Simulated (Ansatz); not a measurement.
Input:

```yaml
crystal:
  lattice:
    - [3.85047, 0.00000, 0.00000]
    - [0.00000, 3.85047, 0.00000]
    - [1.92523, -1.92523, 2.72269]
  atoms:
    - { symbol: Li, position: [0.00000, 0.00000, 0.00000] }
    - { symbol: Br, position: [0.50000, 0.50000, 0.00000] }
```

Space group of this cell: Fm-3m, rock salt. The cell is taken as given; by PBEsol its mean pressure is -0.5 GPa.

Transport runs along the normal of the first two printed cell vectors, the (001) plane of the conventional cell.

No gap correction and no spin-orbit coupling; mid-gap values are interpolated between computed energies.

Question: State the band gap and the smallest decay constant κ at mid-gap according to PBEsol in Ansatz (a program for electronic structure).

Answer: Gap 4.89 eV on a 12×12×12 mesh; κ = 0.358 1/Å, at the zone centre.
